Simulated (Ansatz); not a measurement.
**CuI: energy against strain**

CuI (zinc blende, F-43m, 27.309 Å³/atom at rest) under an equal strain ε in the (111) plane with the normal axis free, as in a coherent film. r2SCAN in Ansatz, a plane-wave DFT program (PAW, default set), 500 eV, 10×10×10 Γ-centred mesh, Fermi-Dirac smearing 0.05 eV; ions are relaxed within the symmetry of each cell.

Here s stands for strain and y for E less E0.

| strain (%) | E less E0 (meV/atom) |
|---|---|
| -2.50 | ? |
| -1.25 | 2.18 |
| -0.83 | 0.96 |
| -0.42 | 0.24 |
| 0.00 | 0.00 |
| 0.42 | 0.24 |
| 0.83 | 0.94 |
| 1.25 | 2.11 |

Fit y of the 7 rows that show it with a parabola. Least squares gives y = 0.000 - 0.0214·s + 1.3737·s². Residuals (row less fit): 0.007, -0.004, -0.011, 0.000, 0.007, 0.011, -0.010; standard error 0.011 (degrees of freedom: 4). Twice the quadratic coefficient over the volume, 2 × 1.3737 meV × 10⁴ × 0.1602 / 27.309 Å³, is twice the biaxial elastic modulus of this plane = 161 ± 0.8 GPa.

Problem. Estimate the missing y (s = -2.50); what did the run itself give?

Solution. y = 0.000 - 0.0214 × (-2.50) + 1.3737 × (-2.50)² = 8.639 meV/atom. The calculation gives 8.84 meV/atom, 0.201 meV/atom above the prediction (2.3 % of the range of y in the table). The row lies outside the fitted rows, so this is an extrapolation. From the scatter of the fitted rows alone, a prediction at this place has a standard error of 0.041 meV/atom, so the miss is 4.9 times that.

One order more, fitted to all 13 runs of the series, follows each within 0.01, so the miss is the next term of a smooth law. Rows are the converged runs of the series near zero and its far end; series whose fitted rows scatter by over a few per cent of the range, as at a crossing or softening among them, aren't shown in this form. Most that stay on the fit to the last digits aren't either.
